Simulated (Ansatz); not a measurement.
Ansatz (a quantum-chemistry and plane-wave program), DFT, PBE, plane waves, its default PAW files: fluorite CeO2, atoms displaced (Ce32O64), 96 atoms. Basis and mesh were picked for this test and aren't claimed converged.

```
Quantity                                                   Result
-----------------------------  ----------------------------------
cell                           10.82, 10.82, 10.82 Å; 90, 90, 90°
distance to the nearest atom                       2.22 to 2.35 Å
task                                                 single point
k mesh                                                      1×1×1
hamiltonian.xc                                                pbe
kind of files                                                 paw
scf.occupations.method                                      fixed
output.forces                                                true
memory maximum (--max-ram)                                 200GiB
accuracy                                         medium (default)
basis.precision                                    auto (default)
basis.xc_grid                                         2 (default)
scf.eigensolver.kind                               auto (default)
scf.mixing.algorithm                               auto (default)
scf.mixing.preconditioner                          auto (default)
scf.convergence.dr2_threshold                     1e-06 (default)
scf.lower_state_search                            light (default)
k-points after symmetry                                         1
bands at the start                                            480
electrons                                                     768
plane waves at Γ                                            24837
cutoff (eV)                                                   420
FFT grid                                                 75×75×75
symmetry operations                                             1
```

Machine: one whole node, Arm Neoverse V2, 96 cores on 1 socket, no SMT, 1 L3 cache group.

Each time is the median wall time of two to five repeats, run one at a time on the otherwise empty machine; start-up is included. Processes are pinned to neighbouring cores unless said otherwise. The times hold for this build (release build for Arm (Neoverse V2), one process with threads). Scratch files lie in a memory file system.

Started as
```bash
OMP_NUM_THREADS=32 ANSATZ_TIMINGS=1 ansatz run --backend cpu --threads 32 --max-ram 200GiB --events-out run.ndjson --runs-dir run.runs --progress --plain run.yaml
```
(32 threads, --max-ram 200GiB) it takes 4.2 s and 12 SCF iterations.

Question: Predict the time once the run is changed to --max-ram 4260MiB.

Answer: About 5.5 s (3 runs within 1 %): 1.3× as long. The largest move is in band solves (diag): 3.2 s to 4.5 s. The band solves carry the change: the iterations make 12379 against 12380 applications of H to a band, at 0.26 against 0.36 ms of diag time each. Applications of H to a band go from 12523 to 12524. Change in the result: energy under 0.001 meV/atom, forces (largest component) under 0.001 meV/Å.

Keys are those of Ansatz 0.2.
